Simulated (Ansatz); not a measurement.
**What pressure 22.5 GPa does to Zr**

The reference is Zr in the hcp (Mg type) structure (space group P6_3/mmc, No. 194; a = 3.231 Å, c = 5.173 Å).

Modification: cell and atoms relaxed at a pressure of 22.5 GPa.

Level of theory: Kohn–Sham DFT with the PBE functional, run in Ansatz (a program for electronic structure) with PAW and 420 eV plane waves, spin-orbit coupling left out. Settings: 17×17×9 k-points, 0.05 eV Fermi–Dirac smearing.

```csv
quantity,base,changed,shift
volume per atom,23.39 Å³,19.47 Å³,-3.914 Å³
density,6.48 g/cm³,7.78 g/cm³,+1.30 g/cm³
lattice parameter a,3.231 Å,3.011 Å,-0.220 Å
c/a ratio,1.601,1.647,+0.046
shortest interatomic distance,3.189 Å,3.011 Å,-0.178 Å
band gap,zero,zero,–
```

Final structure:

```
Zr
1.0
    3.01131     0.00000     0.00000
   -1.50565     2.60787     0.00000
    0.00000     0.00000     4.95977
Zr
2
Direct
  0.66667   0.33333   0.75000
  0.33333   0.66667   0.25000
```

Load acts through the strain it causes; cell and atoms are relaxed under it. Whether these cells are dynamically stable was not tested. The final runs are not spin-polarised. Measured, Zr leaves this structure (for the ω phase) near 3 GPa (temperature not stated; as listed in C. Cazorla, D. Alfè, M. J. Gillan, Physical Review B (2008)).
